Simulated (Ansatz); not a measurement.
## Hypothetical zinc blende HgO: pressure series

Consider HgO in the zinc blende structure (space group F-43m, No. 216; a hypothetical phase, not in the database extracts checked).

```xyz
2
Lattice="0.0000 2.5980 2.5980 2.5980 0.0000 2.5980 2.5980 2.5980 0.0000" Properties=species:S:1:pos:R:3 pbc="T T T"
O      3.8970     3.8970     3.8970
Hg     0.0000     0.0000     0.0000
```

Cell and atoms are relaxed at each pressure.

The values are results of PBEsol (Ansatz, a quantum-chemistry and plane-wave program, PAW, spin-orbit coupling left out), not measurements.

```csv
case,shortest interatomic distance,density
base,2.250 Å,10.26 g/cm³
pressure −2 GPa,2.267 Å,10.03 g/cm³
pressure −1 GPa,2.258 Å,10.14 g/cm³
pressure 1.8 GPa,(withheld),(withheld)
pressure 4.2 GPa,2.220 Å,10.67 g/cm³
pressure 9 GPa,2.192 Å,11.09 g/cm³
pressure 18 GPa,2.150 Å,11.75 g/cm³
pressure 30 GPa,2.108 Å,12.47 g/cm³
pressure 45 GPa,2.067 Å,13.23 g/cm³
pressure 60 GPa,2.034 Å,13.88 g/cm³
```

Question: Fill in the withheld entries from the trend.

Answer: 
- pressure 1.8 GPa, shortest interatomic distance: 2.236 Å
- pressure 1.8 GPa, density: 10.44 g/cm³

Load acts through the strain it causes; cell and atoms are relaxed under it. Whether these cells are dynamically stable was not tested. No other phases were tried under pressure. The final runs are not spin-polarised.
